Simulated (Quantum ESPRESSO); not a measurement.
Band structure of HfW2 (Fmmm, 3 atoms in the cell).

```
HfW2
1.0
    0.00000     2.41412     7.01897
    1.64587     0.00000     7.01897
    1.64587     2.41412     0.00000
Hf W
1 2
Direct
  0.00000   0.00000   0.00000
  0.32672   0.32672   0.67328
  0.67328   0.67328   0.32672
```

Method of the run: LDA (PZ), GBRV 1.5 ultrasoft (LDA) pseudopotentials (plane waves; Quantum ESPRESSO).

Settings: ecutwfc = 40 Ry; ecutrho = 320 Ry; occupations = smearing; smearing = cold; degauss = 0.0073499 Ry; potentials = {Hf: hf_lda_v1.uspp.F.UPF, W: w_lda_v1.2.uspp.F.UPF}; K_POINTS = automatic 6 6 6 0 0 0; conv_thr = 1e-10 Ry.

The starting cell comes from a database of computed structures (which also holds hypothetical and non-ambient phases and stackings), without a prior relaxation at this level. Its lattice was rescaled by a random factor within 2.5 % of one. Spin-orbit coupling is off. Spin polarisation is off.

Levels in eV from the Fermi level, bands 17 to 24:
```
point     17     18     19     20     21    22    23    24
-----  -----  -----  -----  -----  -----  ----  ----  ----
Γ      -0.85  -0.80  -0.37  -0.19   0.51  1.03  1.99  2.43
Y      -2.67  -2.04   0.96   1.90   2.43  2.68  3.26  3.70
T      -1.55  -0.99  -0.94   0.35   1.20  1.82  4.41  5.13
Z      -0.53  -0.46   0.03   0.29   0.81  1.42  1.76  1.78
X      -1.36  -1.35  -1.22  -1.21   2.62  2.71  3.08  3.57
A1     -2.08  -1.87  -0.63  -0.32  -0.32  2.36  3.32  3.45
A      -2.08  -1.87  -0.63  -0.32  -0.32  2.36  3.32  3.45
```

Bands cross the Fermi level along this path, so the cell is metallic at this level.
